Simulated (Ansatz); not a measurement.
System: SnO₂ (model structure, started from the tetragonal ZrO2 type, P4₂/nmc, No. 137, 6 atoms in the cell). Method: r²SCAN in Ansatz (plane waves, PAW).

Input file:

Ansatz 0.2 input:
```yaml
crystal:
  lattice:
    - [3.5493831127, 0.0, 0.0]
    - [0.0, 3.5493831127, 0.0]
    - [0.0, 0.0, 5.428939098]
  atoms:
    - { symbol: Sn, position: [0.0, 0.0, 0.0] }
    - { symbol: Sn, position: [0.5, 0.5, 0.5] }
    - { symbol: O, position: [0.0, 0.5, 0.1771345732] }
    - { symbol: O, position: [0.0, 0.5, 0.6771345732] }
    - { symbol: O, position: [0.5, 0.0, 0.3228654268] }
    - { symbol: O, position: [0.5, 0.0, 0.8228654268] }
basis:
  ecutwfc: 560
  ecutrho_ratio: 4
  xc_grid: 3
kpoints:
  mp_grid: { grid: [10, 10, 8] }
  band_path:
    path:
      - [0.0, 0.0, 0.0]
      - [0.0, 0.0625, 0.0]
      - [0.0, 0.125, 0.0]
      - [0.0, 0.1875, 0.0]
      - [0.0, 0.25, 0.0]
      - [0.0, 0.3125, 0.0]
      - [0.0, 0.375, 0.0]
      - [0.0, 0.4375, 0.0]
      - [0.0, 0.5, 0.0]
      - [0.0625, 0.5, 0.0]
      - [0.125, 0.5, 0.0]
      - [0.1875, 0.5, 0.0]
      - [0.25, 0.5, 0.0]
      - [0.3125, 0.5, 0.0]
      - [0.375, 0.5, 0.0]
      - [0.4375, 0.5, 0.0]
      - [0.5, 0.5, 0.0]
      - [0.458333, 0.458333, 0.0]
      - [0.416667, 0.416667, 0.0]
      - [0.375, 0.375, 0.0]
      - [0.333333, 0.333333, 0.0]
      - [0.291667, 0.291667, 0.0]
      - [0.25, 0.25, 0.0]
      - [0.208333, 0.208333, 0.0]
      - [0.166667, 0.166667, 0.0]
      - [0.125, 0.125, 0.0]
      - [0.083333, 0.083333, 0.0]
      - [0.041667, 0.041667, 0.0]
      - [0.0, 0.0, 0.1]
      - [0.0, 0.0, 0.2]
      - [0.0, 0.0, 0.3]
      - [0.0, 0.0, 0.4]
      - [0.0, 0.0, 0.5]
      - [0.0, 0.0625, 0.5]
      - [0.0, 0.125, 0.5]
      - [0.0, 0.1875, 0.5]
      - [0.0, 0.25, 0.5]
      - [0.0, 0.3125, 0.5]
      - [0.0, 0.375, 0.5]
      - [0.0, 0.4375, 0.5]
      - [0.0, 0.5, 0.5]
      - [0.0625, 0.5, 0.5]
      - [0.125, 0.5, 0.5]
      - [0.1875, 0.5, 0.5]
      - [0.25, 0.5, 0.5]
      - [0.3125, 0.5, 0.5]
      - [0.375, 0.5, 0.5]
      - [0.4375, 0.5, 0.5]
      - [0.5, 0.5, 0.5]
      - [0.458333, 0.458333, 0.5]
      - [0.416667, 0.416667, 0.5]
      - [0.375, 0.375, 0.5]
      - [0.333333, 0.333333, 0.5]
      - [0.291667, 0.291667, 0.5]
      - [0.25, 0.25, 0.5]
      - [0.208333, 0.208333, 0.5]
      - [0.166667, 0.166667, 0.5]
      - [0.125, 0.125, 0.5]
      - [0.083333, 0.083333, 0.5]
      - [0.041667, 0.041667, 0.5]
      - [0.0, 0.5, 0.1]
      - [0.0, 0.5, 0.2]
      - [0.0, 0.5, 0.3]
      - [0.0, 0.5, 0.4]
      - [0.5, 0.5, 0.1]
      - [0.5, 0.5, 0.2]
      - [0.5, 0.5, 0.3]
      - [0.5, 0.5, 0.4]
    npoints: 1
hamiltonian:
  xc: r2scan
  dispersion: none
  pseudopotentials: { kind: paw }
scf:
  occupations: { method: fermi_dirac, width: 0.01 }
  convergence: { dr2_threshold: 0.0000000006 }
output:
  forces: true
  stress: true
  eigenvalues: true
  write_bands: true
```

Output (set-up and result lines):

```
Crystal: 6 atoms, lattice volume = 68.394 Å³
Basis set: ecut = 560 eV, 2061 PW (Γ), exchange–correlation on 90×90×135 points (27 copies of the dense FFT grid, shifted against one another)
Bands: 32, of which v1, the nominal top of the filled ones, is band 26 counted from 1 (25 counted from 0)
Symmetry: 16 space group operations
Space group: P42/nmc (ITA 137), of the structure as read, at distance tolerance 4.1e-5 Å
k-points: 105 of 800
Functional: x = r2scan, c = r2scan; τ floored in thin density (d = 2e-4 eV/Å³)
SCF iter   1: F=—  HF=-14351.255386 eV  |F-HF|=—  |Δ(HF+E_count)|=         —  Δρ=1.22e-2  dr2=9.16e-2  dr2_τ=2.74e-1
SCF iter   2: F=—  HF=-14351.360856 eV  |F-HF|=—  |Δ(HF+E_count)|=   1.05e-1  Δρ=6.72e-3  dr2=1.77e-2  dr2_τ=1.63e-3
  ...
SCF iter   8: F=—  HF=-14351.359505 eV  |F-HF|=—  |Δ(HF+E_count)|=   1.20e-9  Δρ=1.07e-6  dr2=6.61e-10  dr2_τ=5.30e-11
SCF iter   9: F=-14351.359505 eV  HF=-14351.359505 eV  |F-HF|=9.09e-12  |Δ(HF+E_count)|=  8.73e-11  Δρ=2.08e-7  dr2=1.96e-11  dr2_τ=1.47e-12
SCF 1 converged in 9 iterations: F = -14351.359505 eV  dr2 = 1.96e-11
SCF converged after 9 iterations
Free energy (F): -14351.359505 eV
Internal energy: -14351.359505 eV  (E = F + TS)
E sigma→0 (E₀):  -14351.359505 eV
Fermi energy:    10.684712 eV
--- Forces (eV/Å), atoms counted from 1 ---
  atom   1  Sn     0.00000000     0.00000000     0.00000000
  atom   2  Sn     0.00000000     0.00000000    -0.00000000
  atom   3  O      0.00000000     0.00000000     0.00013222
  atom   4  O     -0.00000000     0.00000000     0.00013222
  atom   5  O      0.00000000     0.00000000    -0.00013222
  atom   6  O     -0.00000000     0.00000000    -0.00013222
--- Stress (GPa, compression-positive) ---
       -0.009605       0.000000       0.000000
        0.000000      -0.009605       0.000000
        0.000000       0.000000      -0.015311
  P = ⅓ Tr σ = -0.0115 GPa (-0.115 kbar)
```

The PAW data were made under PBE.

Note: the relaxation could raise the start's symmetry but not lower it, so the cell can be a saddle point.

Cost on a shared machine: about 60 core-seconds (a rough figure).

A model structure was made by putting elements into a prototype or built by hand; it is no filed structure, need not be a known phase, and can be a saddle point held by its symmetry.

Ansatz is an electronic-structure program.
